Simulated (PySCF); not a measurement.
PySCF 2.14.0, HF/def2-svp: O=C=N[SiH2]/C=C\Cl, 11 atoms. The geometry is a generated start, not checked to be a minimum at this level.

| Item | Result |
|---|---|
| task | energy and gradient |
| basis | def2-svp |
| mol.max_memory | 7000 MB |
| mf.init_guess | minao (default) |
| mf.DIIS | CDIIS (default) |
| mf.diis_space | 8 (default) |
| mf.conv_tol | 1e-09 (default) |
| basis functions (reference run) | 126 |

```xyz
11

O      4.1757    -0.4617    -0.4897
C      3.0198    -0.3121    -0.3445
N      1.8702    -0.1634    -0.2002
Si     0.3764     0.5909     0.2341
C     -1.0077    -0.5278    -0.1629
C     -2.3201    -0.3458     0.0071
Cl    -3.0713     1.0439     0.6696
H      0.2674     1.8539    -0.5303
H      0.4194     0.8796     1.6853
H     -0.6749    -1.4642    -0.5974
H     -3.0550    -1.0932    -0.2711
```
Charge 0, spin multiplicity 1.

The reference run uses exact four-centre integrals. Single runs; times are not shown.

Settings tried, all else as in the reference:
- density fitting, auxbasis = def2-universal-jfit
- density fitting, auxbasis = autoaux
- density fitting
- density fitting of J alone, exact K

### Question
Sort the settings: which keep to the reference within 1.0 meV/atom in energy, 10 meV/Å in forces (largest component), and which don't?

### Answer
Within it: density fitting of J alone, exact K; density fitting. Outside: density fitting, auxbasis = autoaux; density fitting, auxbasis = def2-universal-jfit.

```json
[
 {"setting": "density fitting of J alone, exact K", "energy against the reference": "−0.34 meV/atom", "difference in forces (largest component)": "1.9 meV/Å"},
 {"setting": "density fitting", "energy against the reference": "+0.56 meV/atom", "difference in forces (largest component)": "4.0 meV/Å"},
 {"setting": "density fitting, auxbasis = autoaux", "energy against the reference": "+1.5 meV/atom", "difference in forces (largest component)": "6.8 meV/Å"},
 {"setting": "density fitting, auxbasis = def2-universal-jfit", "energy against the reference": "+9100 meV/atom", "difference in forces (largest component)": "3500 meV/Å"}
]
```

Total energies are compared; such shifts often cancel in part in energy differences. def2-universal-jfit is made for Coulomb alone and misses functions that exchange needs. Also tried and not ranked: density fitting, auxbasis = def2-universal-jkfit (same energy as a listed run); COSX exchange (sgx_fit, pjs) with fitted J, mf.with_df.grids_level_i = 1, mf.with_df.grids_level_f = 1 (gradient came out as NaN); COSX exchange (sgx_fit, pjs) with fitted J, mf.with_df.grids_level_i = 1, mf.with_df.grids_level_f = 2 (default) (gradient came out as NaN); COSX exchange (sgx_fit, pjs) with fitted J, mf.with_df.grids_level_i = 1, mf.with_df.grids_level_f = 3 (gradient came out as NaN); COSX exchange (sgx_fit, pjs) with fitted J, mf.with_df.grids_level_i = 1, mf.with_df.grids_level_f = 4 (gradient came out as NaN). The tolerance is a choice made for this comparison.
